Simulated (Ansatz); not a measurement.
Effect of pressure 3 GPa on ZnAu

The reference is ZnAu in the CsCl type structure (space group Pm-3m, No. 221; a = 3.129 Å).

Now apply this change: cell and atoms relaxed at a pressure of 3 GPa.

Method: PBEsol/PAW in Ansatz (a quantum-chemistry and plane-wave program), spin-orbit coupling left out. Settings: 15×15×15 k-points, 0.05 eV Fermi–Dirac smearing.

The density goes up by 0.28 g/cm³ (14.23 g/cm³ → 14.51 g/cm³) and the lattice parameter a decreases by 0.021 Å (3.129 Å → 3.108 Å). The shortest interatomic distance decreases by 0.0178 Å to 2.692 Å and the enthalpy H = E + PV relative to the base's energy amounts to +0.28 eV/atom. The band gap stays zero.

Cost of the whole job for the changed cell (relaxation, final SCF and bands): around 11 core-seconds (rough).

Load acts through the strain it causes; cell and atoms are relaxed under it. Stability against distortions was not tested.
